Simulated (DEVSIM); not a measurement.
Device: Schottky contact on n-type Si, at 300 K.

```
layer (left to right)  material  thickness (μm)  Nd (cm⁻³)  τn (s)  τp (s)
---------------------  --------  --------------  ---------  ------  ------
1                            Si            5.30     2.7e15  0.0005  0.0005
2                            Si            16.0     6.7e17  0.0005  0.0005
```

Left contact: Schottky, work function 4.9 eV, emission velocity 8.8e6 cm/s. Right contact: ohmic. Voltage is applied to the left contact. Recombination: SRH at mid-gap. Gap narrowing is on: ΔEg = 6.92 meV × (l + √(l² + 0.5)), l = ln(N/1.3e17 cm⁻³), shared equally by both band edges. Mobility is μmin + (μ − μmin)/(1 + (N/Nref)^α).

Constants are typed, rounded textbook-type inputs, not results; the design itself was drawn at random and stands for no fabricated device. Values at 300 K.

```tsv
parameter	Si
gap (eV)	1.124
affinity (eV)	4.05
permittivity	11.7
Nc (cm⁻³)	2.86e19
Nv (cm⁻³)	3.1e19
μn (cm²/Vs)	1417
μp (cm²/Vs)	470
μn,min	52
μp,min	45
Nref,n	9.7e16
Nref,p	2.2e17
αn	0.68
αp	0.72
```

DEVSIM, 1D drift-diffusion, Boltzmann statistics, complete ionisation; no tunnelling, impact ionisation, image-force lowering or self-heating. Metal contacts follow the ideal Schottky-Mott rule: no Fermi-level pinning, no interface dipoles.

Question: Tabulate band edges, carrier densities and field at -2.0 V on the left contact.

Answer: Energies count from the Fermi level of the right contact; mesh points crowd at the junctions.

```json
[
 {"x (μm)": "0.000", "Ec (eV)": "2.850", "Ev (eV)": "1.726", "n (cm⁻³)": "19000", "p (cm⁻³)": "7.8e14", "field (V/cm)": "-47000"},
 {"x (μm)": "0.03719", "Ec (eV)": "2.680", "Ev (eV)": "1.556", "n (cm⁻³)": "20000", "p (cm⁻³)": "1.1e12", "field (V/cm)": "-45000"},
 {"x (μm)": "0.1253", "Ec (eV)": "2.300", "Ev (eV)": "1.177", "n (cm⁻³)": "22000", "p (cm⁻³)": "460000", "field (V/cm)": "-41000"},
 {"x (μm)": "0.3549", "Ec (eV)": "1.464", "Ev (eV)": "0.340", "n (cm⁻³)": "29000", "p (cm⁻³)": "< 1e2", "field (V/cm)": "-32000"},
 {"x (μm)": "1.251", "Ec (eV)": "0.242", "Ev (eV)": "-0.881", "n (cm⁻³)": "2.4e15", "p (cm⁻³)": "< 1e2", "field (V/cm)": "-380"},
 {"x (μm)": "3.050", "Ec (eV)": "0.240", "Ev (eV)": "-0.884", "n (cm⁻³)": "2.7e15", "p (cm⁻³)": "< 1e2", "field (V/cm)": "≈ 0"},
 {"x (μm)": "4.390", "Ec (eV)": "0.240", "Ev (eV)": "-0.884", "n (cm⁻³)": "2.7e15", "p (cm⁻³)": "< 1e2", "field (V/cm)": "≈ 0"},
 {"x (μm)": "5.046", "Ec (eV)": "0.237", "Ev (eV)": "-0.886", "n (cm⁻³)": "2.9e15", "p (cm⁻³)": "< 1e2", "field (V/cm)": "-290"},
 {"x (μm)": "5.215", "Ec (eV)": "0.218", "Ev (eV)": "-0.906", "n (cm⁻³)": "6.2e15", "p (cm⁻³)": "< 1e2", "field (V/cm)": "-3200"},
 {"x (μm)": "5.281", "Ec (eV)": "0.173", "Ev (eV)": "-0.951", "n (cm⁻³)": "3.6e16", "p (cm⁻³)": "< 1e2", "field (V/cm)": "-15000"},
 {"x (μm)": "5.308", "Ec (eV)": "0.102", "Ev (eV)": "-0.999", "n (cm⁻³)": "5.6e17", "p (cm⁻³)": "< 1e2", "field (V/cm)": "-9100"},
 {"x (μm)": "5.384", "Ec (eV)": "0.097", "Ev (eV)": "-1.003", "n (cm⁻³)": "6.7e17", "p (cm⁻³)": "< 1e2", "field (V/cm)": "≈ 0"},
 {"x (μm)": "5.553", "Ec (eV)": "0.097", "Ev (eV)": "-1.003", "n (cm⁻³)": "6.7e17", "p (cm⁻³)": "< 1e2", "field (V/cm)": "≈ 0"},
 {"x (μm)": "5.981", "Ec (eV)": "0.097", "Ev (eV)": "-1.003", "n (cm⁻³)": "6.7e17", "p (cm⁻³)": "< 1e2", "field (V/cm)": "≈ 0"},
 {"x (μm)": "7.668", "Ec (eV)": "0.097", "Ev (eV)": "-1.003", "n (cm⁻³)": "6.7e17", "p (cm⁻³)": "< 1e2", "field (V/cm)": "≈ 0"},
 {"x (μm)": "11.13", "Ec (eV)": "0.097", "Ev (eV)": "-1.003", "n (cm⁻³)": "6.7e17", "p (cm⁻³)": "160", "field (V/cm)": "≈ 0"},
 {"x (μm)": "16.97", "Ec (eV)": "0.097", "Ev (eV)": "-1.003", "n (cm⁻³)": "6.7e17", "p (cm⁻³)": "320", "field (V/cm)": "≈ 0"},
 {"x (μm)": "19.54", "Ec (eV)": "0.097", "Ev (eV)": "-1.003", "n (cm⁻³)": "6.7e17", "p (cm⁻³)": "390", "field (V/cm)": "≈ 0"},
 {"x (μm)": "20.82", "Ec (eV)": "0.097", "Ev (eV)": "-1.003", "n (cm⁻³)": "6.7e17", "p (cm⁻³)": "420", "field (V/cm)": "≈ 0"},
 {"x (μm)": "21.12", "Ec (eV)": "0.097", "Ev (eV)": "-1.003", "n (cm⁻³)": "6.7e17", "p (cm⁻³)": "430", "field (V/cm)": "≈ 0"},
 {"x (μm)": "21.24", "Ec (eV)": "0.097", "Ev (eV)": "-1.003", "n (cm⁻³)": "6.7e17", "p (cm⁻³)": "430", "field (V/cm)": "≈ 0"},
 {"x (μm)": "21.30", "Ec (eV)": "0.097", "Ev (eV)": "-1.003", "n (cm⁻³)": "6.7e17", "p (cm⁻³)": "430", "field (V/cm)": "≈ 0"}
]
```
